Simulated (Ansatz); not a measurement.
# TiO$_{2}$ in the anatase structure (space group I4_1/amd, No. 141)

```yaml
crystal:
  lattice:
    - [-1.88900, 1.88900, 4.79434]
    - [1.88900, -1.88900, 4.79434]
    - [1.88900, 1.88900, -4.79434]
  atoms:
    - { symbol: Ti, position: [0.50000, 0.50000, 0.00000] }
    - { symbol: Ti, position: [0.25000, 0.75000, 0.50000] }
    - { symbol: O, position: [0.29278, 0.29278, 0.00000] }
    - { symbol: O, position: [0.04278, 0.54278, 0.50000] }
    - { symbol: O, position: [0.45722, 0.95722, 0.50000] }
    - { symbol: O, position: [0.70722, 0.70722, 0.00000] }
```

All numbers come from r2SCAN (Ansatz, a first-principles code; PAW; 500 eV plane waves; scalar-relativistic without spin-orbit coupling), earlier PAW set. Γ-centred 12×12×12 mesh, Fermi–Dirac width 0.05 eV.

| Property | Result |
|---|---|
| Volume per atom | 11.41 Å³ |
| Density | 3.88 g/cm³ |
| Band gap | 2.53 eV, indirect, Γ–X (87 % along) → Γ |
| Total energy | -1215.443 eV/atom (σ→0; compares only within this code and set-up) |

Whether these cells are dynamically stable was not tested. All final runs are without spin polarisation.
